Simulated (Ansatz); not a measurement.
Rb2NaFeF6 (space group Fm-3m, No. 225; ferromagnetic)

```yaml
crystal:
  lattice:
    - [0.00000, 4.21939, 4.21939]
    - [4.21939, 0.00000, 4.21939]
    - [4.21939, 4.21939, 0.00000]
  atoms:
    - { symbol: Rb, position: [0.75000, 0.75000, 0.75000] }
    - { symbol: Rb, position: [0.25000, 0.25000, 0.25000] }
    - { symbol: Na, position: [0.50000, 0.50000, 0.50000] }
    - { symbol: Fe, position: [0.00000, 0.00000, 0.00000] }
    - { symbol: F, position: [0.76954, 0.23046, 0.76954] }
    - { symbol: F, position: [0.23046, 0.76954, 0.23046] }
    - { symbol: F, position: [0.76954, 0.23046, 0.23046] }
    - { symbol: F, position: [0.23046, 0.76954, 0.76954] }
    - { symbol: F, position: [0.76954, 0.76954, 0.23046] }
    - { symbol: F, position: [0.23046, 0.23046, 0.76954] }
```

Computed with DFT with r2SCAN, PAW potentials and a 500 eV plane-wave cutoff in Ansatz (a first-principles code), scalar-relativistic without spin-orbit coupling. k-mesh 7×7×7 (Γ-centred); smearing 0.05 eV (Fermi–Dirac).

The volume per atom is 15.02 Å³ and the density is 4.02 g/cm³. The band gap is 2.81 eV, direct at X. The magnetic state is ferromagnetic and the total energy is -1740.124 eV/atom (σ→0; compares only within this code and set-up).

Whether these cells are dynamically stable was not tested. No Hubbard U is applied and the magnetic state is the run's own (Rb2NaFeF6 ferromagnetic); small cells can't hold the antiferromagnetic order that many such compounds have, so gaps and moments can be off. A gap here joins edges of opposite spin (a spin-flip gap).
